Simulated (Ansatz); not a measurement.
Base system: Na in the bcc (W type) structure (space group Im-3m, No. 229; relaxed with 0.1 eV smearing).

```yaml
crystal:
  lattice:
    - [-2.08673, 2.08673, 2.08673]
    - [2.08673, -2.08673, 2.08673]
    - [2.08673, 2.08673, -2.08673]
  atoms:
    - { symbol: Na, position: [0.00000, 0.00000, 0.00000] }
```

Cartesian axes are those of the cell as printed.

Method: Kohn–Sham DFT with the PBEsol functional, run in Ansatz (a quantum-chemistry and plane-wave program) with PAW and 420 eV plane waves, without spin-orbit coupling.

Base values:

* **Shortest interatomic distance**: 3.614 Å
* **Pressure**: 0.0 GPa

Now apply this change: uniaxial strain ε_zz = −2.50 %, all other strain components held at zero, atoms relaxed at fixed cell.

What does the calculation give for the shortest interatomic distance, energy relative to the base and pressure after the change?

The shortest interatomic distance shrinks by 0.030 Å (3.614 Å → 3.584 Å); the energy increases by 0.7 meV/atom; the pressure (mean of the normal stresses, compression positive) goes from zero to 0.2 GPa.

Stability against distortions was not tested.
